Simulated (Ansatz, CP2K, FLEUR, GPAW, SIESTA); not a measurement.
**Code comparison for Co₂SiGe (P2_1, 8 atoms in the cell)**

Self-consistent single point, at a second geometry (lattice scaled by 0.98). First geometry:

```
Co2SiGe
1.0
    4.53407     0.00000     0.00000
    0.00000     4.53579     0.00000
   -0.05692     0.00000     4.53934
Co Si Ge
4 2 2
Direct
  0.64359   0.63821   0.60395
  0.35641   0.13821   0.39605
  0.86440   0.35934   0.11767
  0.13560   0.85934   0.88233
  0.15633   0.66001   0.41238
  0.84367   0.16001   0.58762
  0.33863   0.34244   0.90580
  0.66137   0.84244   0.09420
```

Shared settings, as Ansatz (a quantum-chemistry and plane-wave program) writes them: kpoints.mp_grid.grid = 4 4 4; scf.occupations.method = fermi_dirac; scf.occupations.width = 0.1 eV. Potentials and cutoffs stand in the table.

```json
[
 {"code": "GPAW", "model": "LDA (Perdew-Wang 92), GPAW PAW datasets LDA (gpaw-data 1.0.1)", "ΔF from the first geometry (meV/atom)": "-23.3", "pressure (GPa)": "1.17", "largest force (eV/Å)": "0.195", "cutoff": "800 eV"},
 {"code": "Ansatz", "model": "LDA (PW92), PAW files made with PBE", "ΔF from the first geometry (meV/atom)": "-29.3", "pressure (GPa)": "-0.43", "largest force (eV/Å)": "0.149", "cutoff": "420 eV"},
 {"code": "CP2K", "model": "LDA (Pade form), GPW, DZVP-MOLOPT-SR-GTH basis, GTH-PADE potentials (GTH_POTENTIALS)", "ΔF from the first geometry (meV/atom)": "-29.5", "pressure (GPa)": "-0.59", "largest force (eV/Å)": "0.166", "cutoff": "grid 600 Ry"},
 {"code": "FLEUR", "model": "LDA (Perdew-Zunger), all-electron FLAPW (FLEUR), scalar-relativistic valence", "ΔF from the first geometry (meV/atom)": "-30.0", "pressure (GPa)": "–", "largest force (eV/Å)": "0.232", "cutoff": "Kmax 4.1 1/bohr"},
 {"code": "SIESTA", "model": "LDA PW92, numerical atomic orbitals DZP, PseudoDojo LDA standard norm-conserving potentials (rewritten from UPF to PSML)", "ΔF from the first geometry (meV/atom)": "-29.0", "pressure (GPa)": "-0.32", "largest force (eV/Å)": "0.271", "cutoff": "grid 400 Ry"}
]
```

Size of the force on each atom (eV/Å): Sizes of forces hide their directions.

```csv
code,Co1,Co2,Co3,Co4,Si5,Si6,Ge7,Ge8
GPAW,0.106,0.106,0.195,0.195,0.052,0.052,0.102,0.102
Ansatz,0.089,0.089,0.149,0.149,0.041,0.041,0.083,0.083
CP2K,0.097,0.097,0.166,0.166,0.057,0.057,0.100,0.100
FLEUR,0.119,0.119,0.232,0.232,0.052,0.052,0.093,0.093
SIESTA,0.271,0.271,0.156,0.156,0.149,0.149,0.066,0.066
```

A dash marks a value that a program does not give, or that is left out as unsure.

On Ansatz's run: spin polarisation is off.

The spread over the programs that give each value: ΔF from the first geometry within 6.7 meV/atom; pressure within 1.76 GPa; largest force within 0.122 eV/Å.

CP2K and SIESTA use small atom-centred bases, whose incompleteness enters pressures, forces and empty levels differently from a plane-wave cutoff. FLEUR treats all electrons, but the usual bases taken here (sphere radii, linearisation, local orbitals, empty states) were not tested for convergence, so the values are no reference for the others. Ansatz's pressure is given at a fixed set of plane waves, as the other plane-wave codes print theirs; with its correction for the finite basis it is -0.32 GPa. In the force vectors, FLEUR (by 0.081) and SIESTA (by 0.221) lie more than 0.08 eV/Å from the median of the plane-wave programs.

The shared mesh is coarse (it stands for a supercell whose shortest vector is 18 Å), so the values are not converged in it.

The starting cell comes from a database of computed structures (which also holds hypothetical and non-ambient phases and stackings), without a prior relaxation at this level. For this run, on top of that: lattice scaled by 0.98.

Keys are those of Ansatz 0.2.
